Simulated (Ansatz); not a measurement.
MgInGaO₄ (model structure, started from the InGaZnO4 type, R3m, No. 160, 7 atoms in the cell), treated with r²SCAN0 (PAW; Ansatz, an electronic-structure program).

Input file:

Ansatz 0.2 input:
```yaml
crystal:
  lattice:
    - [1.6718209599, 0.9652262813, 8.4324747447]
    - [-1.6718209599, 0.9652262813, 8.4324747447]
    - [0.0, -1.9304525625, 8.4324747447]
  atoms:
    - { symbol: In, position: [-0.0020318853, -0.0020318853, -0.0020318853] }
    - { symbol: Ga, position: [0.2123724463, 0.2123724463, 0.2123724463] }
    - { symbol: Mg, position: [0.7844814175, 0.7844814175, 0.7844814175] }
    - { symbol: O, position: [0.1350978557, 0.1350978557, 0.1350978557] }
    - { symbol: O, position: [0.8760237277, 0.8760237277, 0.8760237277] }
    - { symbol: O, position: [0.288570338, 0.288570338, 0.288570338] }
    - { symbol: O, position: [0.7054861, 0.7054861, 0.7054861] }
basis:
  ecutwfc: 520
  ecutrho_ratio: 4
  xc_grid: 3
kpoints:
  mp_grid: { grid: [8, 8, 8] }
hamiltonian:
  xc: r2scan0
  dispersion: none
  pseudopotentials: { kind: paw }
scf:
  occupations: { method: fermi_dirac, width: 0.01 }
  convergence: { dr2_threshold: 0.0000000007 }
output:
  forces: true
  stress: true
  eigenvalues: true
```

Output (set-up and result lines):

```
WARN output.stress: scf.exx.energy_threshold = 1e-6 eV is looser than the 7e-8 eV advised for a stress under a hybrid functional (1e-8 eV for each atom of the …
Crystal: 7 atoms, lattice volume = 81.644 Å³
Basis set: ecut = 520 eV, 2221 PW (Γ), FFT grids on a1−a3, a2−a3, a3, exchange–correlation on 75×75×216 points (27 copies of the dense FFT grid, shifted against one another)
Bands: 37, of which v1, the nominal top of the filled ones, is band 30 counted from 1 (29 counted from 0)
Symmetry: 6 space group operations
Space group: R3m (ITA 160), of the structure as read, at distance tolerance 4.3e-5 Å
k-points: 65 of 512 (time reversal used)
Functional: x = r2scan, c = r2scan; τ floored in thin density (d = 2e-4 eV/Å³), warm-up for x = 0.75 r2scan + 0.25 exact, c = r2scan; τ floored in thin density (d = 2e-4 eV/Å³)
SCF iter   1: F=—  HF=-13608.055838 eV  |F-HF|=—  |Δ(HF+E_count)|=         —  Δρ=1.18e-2  dr2=6.66e-2  dr2_τ=2.49e-1
SCF iter   2: F=—  HF=-13608.200284 eV  |F-HF|=—  |Δ(HF+E_count)|=   1.44e-1  Δρ=5.35e-3  dr2=1.01e-2  dr2_τ=1.66e-3
  ...
Crystal: 7 atoms, lattice volume = 81.644 Å³
Initial density: handed on by an earlier stage of this run
Functional: x = 0.75 r2scan + 0.25 exact, c = r2scan; τ floored in thin density (d = 2e-4 eV/Å³)
Crystal: 7 atoms, lattice volume = 81.644 Å³
SCF iter   5: F=—  HF=-13605.069470 eV  |F-HF|=—  |Δ(HF+E_count)|=   1.14e-8  Δρ=2.36e-6  dr2=3.37e-9  dr2_τ=3.02e-10
SCF iter   6: F=—  HF=-13605.069470 eV  |F-HF|=—  |Δ(HF+E_count)|=  7.59e-10  Δρ=8.45e-7  dr2=7.59e-10  dr2_τ=7.91e-11
SCF 3 converged in 7 iterations: F = -13605.069470 eV  dr2 = 1.12e-10
Free energy (F): -13605.069470 eV
Internal energy: -13605.069470 eV  (E = F + TS)
E sigma→0 (E₀):  -13605.069470 eV
Fermi energy:    8.081963 eV
--- Forces (eV/Å), atoms counted from 1 ---
  atom   1  In     0.00000000     0.00000000     0.10478107
  atom   2  Ga     0.00000000    -0.00000000    -0.05908031
  atom   3  Mg     0.00000000    -0.00000000    -0.04857536
  atom   4  O      0.00000000     0.00000000     0.21576511
  atom   5  O      0.00000000     0.00000000     0.06074592
  atom   6  O      0.00000000    -0.00000000    -0.06887795
  atom   7  O      0.00000000    -0.00000000    -0.20445702
--- Stress (GPa, compression-positive) ---
       -5.063761       0.000000       0.000000
        0.000000      -5.063761       0.000000
        0.000000       0.000000      -4.778299
  P = ⅓ Tr σ = -4.9686 GPa (-49.686 kbar)
```

The PAW data were made under PBE.

Note: the relaxation could raise the start's symmetry but not lower it, so the cell can be a saddle point. Note: cell and atoms aren't relaxed at this level (largest force component 0.22 eV/Å, pressure -5.0 GPa).

A model structure was made by putting elements into a prototype or built by hand; it is no filed structure, need not be a known phase, and can be a saddle point held by its symmetry.
